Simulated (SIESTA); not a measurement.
Band structure of Al₂Pd (Fm-3m, 3 atoms in the cell).

```
CELL_PARAMETERS angstrom
      0.00000     2.94954     2.94954
      2.94954     0.00000     2.94954
      2.94954     2.94954     0.00000
ATOMIC_POSITIONS crystal
  Al 0.25000 0.25000 0.25000
  Al 0.75000 0.75000 0.75000
  Pd 0.00000 0.00000 0.00000
```

Method of the run: GGA PBEsol, numerical atomic orbitals DZP, PseudoDojo PBEsol standard norm-conserving potentials (rewritten from UPF to PSML) run with SIESTA.

Settings: XC.functional = GGA; XC.authors = PBEsol; potentials = PseudoDojo PBEsol standard; PAO.BasisSize = DZP; PAO.EnergyShift = 0.005 Ry; MeshCutoff = 350 Ry; kgrid.MonkhorstPack = 7 7 7; OccupationFunction = MP; OccupationMPOrder = 0; ElectronicTemperature = 1578.21 K; MaxSCFIterations = 150; SCF.Mixer.Method = Pulay; SCF.Mixer.Weight = 0.2; SCF.Mixer.History = 6.

The starting cell comes from a database of computed structures (which also holds hypothetical and non-ambient phases and stackings), without a prior relaxation at this level. Spin polarisation is off. Values carry the incompleteness of an atom-centred basis.

Levels in eV from the Fermi level, bands 10 to 15:
```
point     10     11     12     13    14    15
-----  -----  -----  -----  -----  ----  ----
Γ      -3.76   3.51   4.11   4.11  4.11  4.58
X      -3.41  -2.78  -1.34  -1.34  2.17  3.19
W      -3.11  -2.84  -2.84  -1.17  4.93  4.93
K      -3.64  -3.20  -2.09  -0.49  2.72  5.51
L      -3.62  -3.39   1.33   1.33  4.29  4.41
U      -3.64  -3.20  -2.09  -0.49  2.72  5.51
```

Bands cross the Fermi level along this path, so the cell is metallic at this level.

Higher empty bands are left out: an atom-centred basis made for the valence describes them poorly.
